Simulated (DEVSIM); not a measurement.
Device: Si p-i-n diode, at 400 K.

```csv
layer (left to right),material,thickness (μm),Nd (cm⁻³),Na (cm⁻³),τn (s),τp (s)
1,Si,1.80,-,7.1e18,7.1e-6,7.1e-6
2,Si,0.850,1.7e13,-,7.1e-6,7.1e-6
3,Si,0.260,6.6e17,-,7.1e-6,7.1e-6
```

Left contact: ohmic. Right contact: ohmic. Voltage is applied to the left contact. Recombination: SRH at mid-gap, radiative, Auger. Gap narrowing is on: ΔEg = 6.92 meV × (l + √(l² + 0.5)), l = ln(N/1.3e17 cm⁻³), shared equally by both band edges. Mobility is constant in doping.

The device is made up for the run: typed textbook-type constants, with dimensions and the other settings drawn at random. Values at 300 K; Nc and Nv go as T^1.5, mobilities as T to minus their exponent, the gap by Varshni's rule with the affinity fixed.

| parameter | Si |
|---|---|
| gap (eV) | 1.124 |
| affinity (eV) | 4.05 |
| permittivity | 11.7 |
| Nc (cm⁻³) | 2.86e19 |
| Nv (cm⁻³) | 3.1e19 |
| μn (cm²/Vs) | 1417 |
| μp (cm²/Vs) | 470 |
| T exponent of μn | 2.3 |
| T exponent of μp | 2.2 |
| B (cm³/s) | 4.7e-15 |
| Cn (cm⁶/s) | 2.8e-31 |
| Cp (cm⁶/s) | 9.9e-32 |
| Varshni α (eV/K) | 0.000473 |
| Varshni β (K) | 636 |

Model (solved in DEVSIM): 1D drift-diffusion, Boltzmann statistics, complete ionisation; no tunnelling, impact ionisation, image-force lowering or self-heating.

Q: Give the small-signal capacitance in reverse bias (quasi-static).

A: 
| V (V) | C (nF/cm²) |
|---|---|
| -0.4 | 13.7 |
| -1 | 13.0 |
| -2 | 12.5 |
| -3 | 12.3 |
| -4 | 12.2 |
| -6 | 12.1 |
| -8 | 12.1 |
| -10 | 12.0 |
| -13 | 12.0 |
| -16 | 11.9 |
